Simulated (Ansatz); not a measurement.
AlB2-type MgB2 was calculated with r²SCAN+rVV10 (Ansatz, a quantum-chemistry and plane-wave program, PAW).

Numerical settings: plane-wave cutoff 560 eV, 24×24×16 k mesh (along the axes of the cell as run), Fermi–Dirac smearing 0.05 eV, scalar-relativistic PAW data made under PBE.

Cell (relaxed at this level):

MgB$_{2}$ is taken in the hexagonal space group P6/mmm (No. 191), Pearson symbol hP3. Cell: a = b = 3.0670 Å, c = 3.5038 Å, α = β = 90.00°, γ = 120.00°. Mg on 1a is coordinated by 12 B at 2.491 Å. B on 2d has 3 B at 1.771 Å and 6 Mg at 2.491 Å. (Neighbours: up to the widest gap in distance over summed covalent radii, below 1.35, at either atom; cation-cation and far metal-metal contacts left out.)

Q: Predict the bulk modulus B0 and pressure derivative B′ of the bulk modulus.

A: 
bulk modulus B0: 150 GPa
pressure derivative B′ of the bulk modulus: 3.6

The run finds no gap.

Measured, for comparison: bulk modulus 151 ± 5 GPa (room temperature, no zero-point or thermal correction, B' fixed at 4, our sources range from 147 to 151; as tabulated in Vogt et al. (2001), arXiv:cond-mat/0102480). Computed (rounded) less measured: bulk modulus -0.7 % (inside the range of the sources held).

Note: the bulk modulus comes from volumes at which shape and atoms were relaxed.

The computed numbers hold no vibrational or temperature effects.
